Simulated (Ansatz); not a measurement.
Where the default PAW files enter, the runs use the earlier of Ansatz's two default sets.

Tunnelling through a barrier is set by its complex band structure: the current falls as exp(−2κd) with the smallest κ.

Consider the following.

```
CELL_PARAMETERS angstrom
      3.87577     0.00000    -0.04224
      0.00000     8.10529     0.00000
     -1.70988     0.00000     3.47847
ATOMIC_POSITIONS crystal
  Cl 0.12407 0.60889 0.12407
  Cl 0.87593 0.39111 0.87593
  Cl 0.37593 0.10889 0.37593
  Cl 0.62407 0.89111 0.62407
```

Space group of this cell: Cmce. The cell was relaxed by PBE-D3(BJ).

Transport runs along the normal of the first two printed cell vectors.

No gap correction and no spin-orbit coupling; mid-gap values are interpolated between computed energies.

**Question.** Estimate the band gap and the smallest decay constant κ at mid-gap that r2SCAN run with Ansatz (a quantum-chemistry and plane-wave program) returns for this system.

**Answer.** Gap 2.54 eV on a 10×4×10 mesh; κ = 0.417 1/Å, at (0.125, 0.000) of the in-plane reciprocal vectors. At the zone centre, at the nearest computed energy, the slowest state has κ = 0.44 1/Å.
